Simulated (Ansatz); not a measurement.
An Ansatz (a program for electronic structure) input (Kohn–Sham DFT with the PBE functional, run in Ansatz with PAW and 420 eV plane waves, scalar-relativistic without spin-orbit coupling):

Ansatz 0.2 input:
```yaml
crystal:
  lattice:
    - [4.4908394786, 0, 0]
    - [0, 4.4908394786, 0]
    - [0, 0, 4.4908394786]
  atoms:
    - { symbol: Rb, position: [0, 0, 0] }
    - { symbol: Ge, position: [0.5, 0.5, 0.5] }
    - { symbol: F, position: [0, 0.5, 0.5] }
    - { symbol: F, position: [0.5, 0.5, 0] }
    - { symbol: F, position: [0.5, 0, 0.5] }
basis: { ecutwfc: 420, ecutrho_ratio: 4, xc_grid: 2, fft_grid_basis: typed }
kpoints: { mp_grid: { grid: [7, 7, 7] } }
hamiltonian:
  xc: pbe
  dispersion: none
  pseudopotentials: { kind: paw }
scf: { occupations: { method: fermi_dirac, width: 0.05 }, convergence: { dr2_threshold: 0.0000000005 } }
output: { forces: true, stress: true }
checkpoint: { write: state.ck, write_every: 1000 }
```

**Question.** Which symmetry and how many k-points will the program report, and about how many plane waves at Γ?

**Answer.** Space group Pm-3m (ITA 221) with 48 operations, k-points 20 of 343, and 1791 plane waves at Γ.

Whether these cells are dynamically stable was not tested. The cell is RbGeF$_{3}$ in the cubic perovskite structure (space group Pm-3m, No. 221; a hypothetical phase, not in the database extracts checked). Many cubic perovskites are stable only at high temperature; tilts and polar distortions were not tested.
